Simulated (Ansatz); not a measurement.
Consider Cu in the fcc (Cu type) structure (space group Fm-3m, No. 225; relaxed with 0.1 eV smearing).

```
CELL_PARAMETERS angstrom
      0.00000     1.78838     1.78838
      1.78838     0.00000     1.78838
      1.78838     1.78838     0.00000
ATOMIC_POSITIONS crystal
  Cu 0.00000 0.00000 0.00000
```

Cartesian axes are those of the cell as printed.

All numbers come from Kohn–Sham DFT with the r2SCAN functional, run in Ansatz (an electronic-structure program) with PAW and 500 eV plane waves, without spin-orbit coupling.

Now apply this change: the cell is compressed by 1.00 % along z with no lateral relaxation, atoms relaxed at fixed cell.

**Question.** Predict the stress tensor and what it implies for the stiffness.

**Answer.** Stress of the strained cell less that of the base (GPa, compression positive):
```
    1.5     0.0     0.0
    0.0     1.5     0.0
    0.0     0.0     2.1
```

Then −Δσ_ii/ε with ε = -0.0100 gives relaxed-ion elastic constants: C33 ≈ 207 GPa, C13 ≈ 149 GPa and C23 ≈ 149 GPa.

Whether these cells are dynamically stable was not tested. The final runs are not spin-polarised.
